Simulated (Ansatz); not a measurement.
**Ge: stress against strain**

Ge (diamond, Fd-3m, 22.214 Å³/atom at rest) under an equal strain ε in the (111) plane with the normal axis free, as in a coherent film. LDA in Ansatz, a plane-wave DFT program (PAW, default set), 420 eV, 14×14×14 Γ-centred mesh, Fermi-Dirac smearing 0.05 eV; ions are relaxed within the symmetry of each cell. Stress is positive for a compressed cell.

Here s stands for strain and y for stress xx.

```csv
strain (%),stress xx (GPa)
-2.50,?
-1.25,2.29
-0.83,1.49
-0.42,0.74
0.00,0.00
0.42,-0.70
0.83,-1.35
1.25,-1.99
```

### Question
Using a straight line, estimate the missing y at s = -2.50 from the other rows, showing the fit.

### Answer
Means: s 0, y 0.069. About the means, the sum of products is -8.3120 and the sum of squares of s is 4.8556; the slope is their ratio. Least squares gives y = 0.069 - 1.7118·s. Residuals (row less fit): 0.081, 0.000, -0.048, -0.069, -0.050, 0.002, 0.081; standard error 0.067 (degrees of freedom: 5). The slope gives the biaxial elastic modulus of this plane = 171 ± 3 GPa. At the withheld row, y = 0.069 - 1.7118 × (-2.50) = 4.348 GPa. The calculation gives 4.85 GPa, 0.502 GPa above the prediction (7.3 % of the range of y in the table). The row lies outside the fitted rows, so this is an extrapolation. From the scatter of the fitted rows alone, a prediction at this place has a standard error of 0.105 GPa, so the miss is 4.8 times that.

One order more, fitted to all 13 runs of the series, follows each within 0.02, so the miss is the next term of a smooth law. This level leaves no gap over 0.05 eV at strain -2.50, -1.25, -0.42, 0.00, 0.42, 0.83, 1.25, where the mesh may be coarse. Rows are the converged runs of the series near zero and its far end; series whose fitted rows scatter by over a few per cent of the range, as at a crossing or softening among them, aren't shown in this form. Most that stay on the fit to the last digits aren't either.
